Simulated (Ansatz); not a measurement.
Base system: C (space group P4_32_12, No. 96; a = 3.802 Å, c = 4.681 Å; a hypothetical phase, not in the database extracts checked).

All numbers come from PBE in Ansatz (plane waves to 420 eV, PAW, no spin-orbit coupling).

One change was made to it. Results:

The density goes up by 0.086 g/cm³ (3.54 g/cm³ → 3.62 g/cm³); the shortest interatomic distance decreases by 1.17 pm to 156.1 pm.

Problem. Which of these changes matches the shifts?
A) pressure −1 GPa
B) pressure 0.7 GPa
C) pressure 10 GPa

Solution. C, pressure 10 GPa. For comparison, the density in the other runs: pressure 0.7 GPa gives 3.54 g/cm³; pressure −1 GPa gives 3.53 g/cm³.

Load acts through the strain it causes; cell and atoms are relaxed under it. Stability against distortions was not tested. Competing high-pressure phases were not computed.

Ansatz is a quantum-chemistry and plane-wave program.
